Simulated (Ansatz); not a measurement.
## Ansatz run on LuAu₂ (I4mm, 3 atoms in the cell): self-consistent single point

Method: LDA (PW92), default PAW files made with PBE (plane waves; Ansatz, a first-principles code).

This input was run:

Ansatz 0.2 input:
```yaml
# LuAu2
crystal:
  lattice:
    - [-1.831582, 1.831582, 4.470949]
    - [1.831582, -1.831582, 4.470949]
    - [1.831582, 1.831582, -4.470949]
  atoms:
    - { symbol: Lu, position_ang: [-0.000000, 0.000000, 0.050003] }
    - { symbol: Au, position_ang: [0.000000, -0.000000, 5.936884] }
    - { symbol: Au, position_ang: [-0.000000, 0.000000, 3.005014] }
basis:
  ecutwfc: 420.0
kpoints:
  mp_grid: { grid: [13, 13, 13] }
hamiltonian:
  xc: lda
  pseudopotentials: { kind: paw }
scf:
  occupations: { method: gaussian, width: 0.1 }
output:
  forces: true
  eigenvalues: true
  stress: true
```

Output, abridged:

```
WARN ansatz: RAYON_NUM_THREADS=1 ignored (pool sized by the plan → 1); use --threads N
Pseudopotentials: kind: paw
Pseudopotential: Lu, paw, valence charge 25
Pseudopotential: Au, paw, valence charge 19
Crystal: 3 atoms, lattice volume = 59.995 Å³
Basis set: ecut = 420 eV, 1203 PW (Γ)
Bands: 38, of which v1, the nominal top of the filled ones, is band 32 counted from 1 (31 counted from 0)
Symmetry: 8 space group operations
Space group: I4mm (ITA 107), of the structure as read, at distance tolerance 3.9e-5 Å
k-points: 196 of 2197 (time reversal used)
PAW frozen core: Lu, regenerated for the run's functional, and the local potential with it
PAW frozen core: Au, regenerated for the run's functional, and the local potential with it
Initial density: superposition of atomic densities (neutral atoms: chi_scale 0, normalization atom), corrected by the library's trained network
Initial wavefunctions: pseudopotential atomic-orbital guess
Eigensolver: davidson
Functional: x = slater, c = lda
SCF iter   1: F=—  HF=-40225.503358 eV  |F-HF|=—  |Δ(HF+E_count)|=         —  Δρ=5.85e-3  dr2=1.92e-2  ethr=1.77e-3  ⟨swp⟩=5.4  Hψ=34240  notcnv=0
all-band conjugate gradients solve this SCF's bands
preconditioner: auto → Kerker (q_TF=auto, 2.751 Å⁻¹)
SCF iter   2: F=—  HF=-40225.498776 eV  |F-HF|=—  |Δ(HF+E_count)|=   4.58e-3  Δρ=2.86e-3  dr2=3.65e-3  ethr=3.05e-5  ⟨swp⟩=2.1  Hψ=15328  notcnv=0  defer=5
SCF iter   3: F=—  HF=-40225.498211 eV  |F-HF|=—  |Δ(HF+E_count)|=   5.65e-4  Δρ=9.75e-4  dr2=4.21e-4  ethr=5.80e-6  ⟨swp⟩=2.2  Hψ=12264  notcnv=0  defer=5
SCF iter   4: F=—  HF=-40225.497860 eV  |F-HF|=—  |Δ(HF+E_count)|=   3.50e-4  Δρ=6.45e-4  dr2=1.89e-4  ethr=6.69e-7  ⟨swp⟩=3.0  Hψ=13749  notcnv=0  defer=5
SCF iter   5: F=—  HF=-40225.497805 eV  |F-HF|=—  |Δ(HF+E_count)|=   5.51e-5  Δρ=1.56e-4  dr2=2.03e-5  ethr=3.00e-7  ⟨swp⟩=2.7  Hψ=14390  notcnv=0  defer=5
SCF iter   6: F=—  HF=-40225.497799 eV  |F-HF|=—  |Δ(HF+E_count)|=   6.46e-6  Δρ=7.95e-5  dr2=3.47e-6  ethr=3.22e-8  ⟨swp⟩=2.1  Hψ=12594  notcnv=0  defer=5
SCF iter   7: F=-40225.497797 eV  HF=-40225.497797 eV  |F-HF|=3.28e-8  |Δ(HF+E_count)|=   1.39e-6  Δρ=1.31e-5  dr2=9.58e-8  ethr=1.59e-10  ⟨swp⟩=11.3  Hψ=58280  notcnv=0
SCF 1 converged in 7 iterations: F = -40225.497797 eV  dr2 = 9.58e-8
SCF converged after 7 iterations
Free energy (F): -40225.497797 eV
Harris-Foulkes:  -40225.497797 eV  (|F-HF|=3.28e-8)
Internal energy: -40225.494117 eV  (E = F + TS)
E sigma→0 (E₀):  -40225.495957 eV
Entropy (-TS):   -0.003680 eV (-1.227 meV/atom)
Fermi energy:    18.207140 eV
--- Per-component energies (eV) ---
  E_band       = -417.096043
  E_kinetic    = 1628.963654
  E_local      = -9896.199517  (includes V_loc(G=0)·N_el)
  E_nonlocal   = 745.448405
  E_hartree    = 4151.052410
  E_xc         = -671.416866
  E_vxc        = -809.995992  (∫ρ·V_xc dr)
  E_paw        = -25981.233611  (= ΣΔE_a)
  E_vpaw       = -387.418081  (= ΣTr[D̂ρ^β])
  E_aug_tail   = 0.002559  (compensation charges beyond the density's cutoff)
  E_ewald      = -10205.475221
  E_core_change = 3.364070  (= ΣΔE_core)
  E_smearing   = -0.003680  (= −TS)
  E_closure    = 0.000000  (closes the sum)
  Σ components = -40225.497797   (vs F -40225.497797, Δ=0.00e0)
--- Forces (eV/Å), atoms counted from 1 ---
  atom   1  Lu    -0.00000000     0.00000000    -0.30501516
  atom   2  Au     0.00000000    -0.00000000     0.17372481
  atom   3  Au    -0.00000000     0.00000000     0.13146871
  max |Σ_I F_I| component: 1.78e-4 eV/Å
--- Stress (GPa, compression-positive) ---
       -7.574865      -0.000000      -0.000000
       -0.000000      -7.574865      -0.000000
       -0.000000      -0.000000      -8.825745
  P = ⅓ Tr σ = -7.9918 GPa (-79.918 kbar)
  The stress holds the Pulay correction. Without it, at fixed plane waves, as pw.x and ABINIT print it: P = -8.0339 GPa
--- Band table (eV; the first three rows and the last of 196) ---
  k-point 0: bands = ["-87.8926", "-87.8321", "-39.2221", "-39.1789", "-39.1789", "-39.1376", "-39.0991", "-39.0991", "-37.9409", "-8.6539", "-8.5936", "-8.5936", "9.4955", "12.4888", "13.1121", "13.1224", "13.1224", "13.1748", "13.2088", "13.2196", [...]
  k-point 1: bands = ["-87.8926", "-87.8321", "-39.2218", "-39.1793", "-39.1791", "-39.1372", "-39.1003", "-39.0992", "-37.9401", "-8.6517", "-8.6031", "-8.6018", "9.6733", "12.5373", "12.9709", "13.1287", "13.1388", "13.1707", "13.1958", "13.2223", [...]
  k-point 2: bands = ["-87.8926", "-87.8321", "-39.2209", "-39.1804", "-39.1798", "-39.1369", "-39.1026", "-39.0995", "-37.9381", "-8.6462", "-8.6284", "-8.6245", "10.1660", "12.6772", "12.7219", "13.0371", "13.1451", "13.1481", "13.2124", [...]
  k-point 195: bands = ["-87.8925", "-87.8322", "-39.2058", "-39.1816", "-39.1807", "-39.1572", "-39.0972", "-39.0972", "-37.9366", "-8.6664", "-8.6014", "-8.5913", "11.5269", "12.0434", "12.1609", "12.2290", "12.8978", "12.9447", "12.9982", [...]
```

The run converged in 7 iterations.

The starting cell comes from a database of computed structures (which also holds hypothetical and non-ambient phases and stackings), without a prior relaxation at this level. Its lattice was rescaled by up to half a per cent. One atom was moved a little off its site on purpose. Spin-orbit coupling is off. With a pressure of about -8 GPa the cell is away from its equilibrium volume at this level. Ansatz's pressure includes its estimate of the finite-basis (Pulay) stress.

Cost on one core of a shared machine: roughly 40 s.
